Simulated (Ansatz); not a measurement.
The reference is a 24-atom supercell of FeS2 (space group Pnnm, No. 58; non-magnetic) at its relaxed geometry.

```
CELL_PARAMETERS angstrom
      4.36748    -5.33315     0.00000
      4.36748     5.33315     0.00000
     -4.36748     0.00000     6.68882
ATOMIC_POSITIONS crystal
  Fe 0.12500 0.62500 0.25000
  Fe 0.37500 0.87500 0.75000
  Fe 0.62500 0.12500 0.25000
  Fe 0.87500 0.37500 0.75000
  Fe 0.00000 0.00000 0.00000
  Fe 0.25000 0.25000 0.50000
  Fe 0.50000 0.50000 0.00000
  Fe 0.75000 0.75000 0.50000
  S  0.04138 0.91580 0.25000
  S  0.29138 0.16580 0.75000
  S  0.54138 0.41580 0.25000
  S  0.79138 0.66580 0.75000
  S  0.79080 0.41638 0.00000
  S  0.04080 0.66638 0.50000
  S  0.29080 0.91638 0.00000
  S  0.54080 0.16638 0.50000
  S  0.20920 0.58362 0.00000
  S  0.45920 0.83362 0.50000
  S  0.70920 0.08362 0.00000
  S  0.95920 0.33362 0.50000
  S  0.20862 0.33420 0.25000
  S  0.45862 0.58420 0.75000
  S  0.70862 0.83420 0.25000
  S  0.95862 0.08420 0.75000
```

All numbers come from Ansatz (a quantum-chemistry and plane-wave program), PBEsol, PAW, cutoff 420 eV, spin-orbit coupling left out.

Before the change:

| Property | Value |
|---|---|
| Gap of the supercell | 0.96 eV |
| Mean distance from the defect site to its nearest host atoms | 2.20 Å |
| Pressure | 0.0 GPa |

Modification: a neutral Te on a S site, atoms relaxed at fixed cell, starting from a slightly rattled geometry.

Problem. Predict the new gap of the supercell, mean distance from the defect site to its nearest host atoms, largest displacement of a host atom from its site in the perfect cell and pressure.

Solution. The gap of the supercell shrinks by 0.19 eV (0.96 eV → 0.77 eV); the mean distance from the defect site to its nearest host atoms rises by 0.133 Å (2.20 Å → 2.34 Å); the largest displacement of a host atom from its site in the perfect cell amounts to 0.16 Å; the pressure goes from zero to 6.5 GPa.

Other magnetic orders, which the real material may have, were not ruled out. In so small a cell the defect repeats every few ångströms: this is an ordered compound, not a dilute defect. Spin-orbit coupling, missing from the scalar runs, can matter with Te. Starting moments died away, wholly or in part, for Te on a S site and the base; another magnetic solution may exist. Spin-polarised in the final run: Te on a S site; the other runs are not. The defect cell is spin-polarised and ends with 0.0 μB.
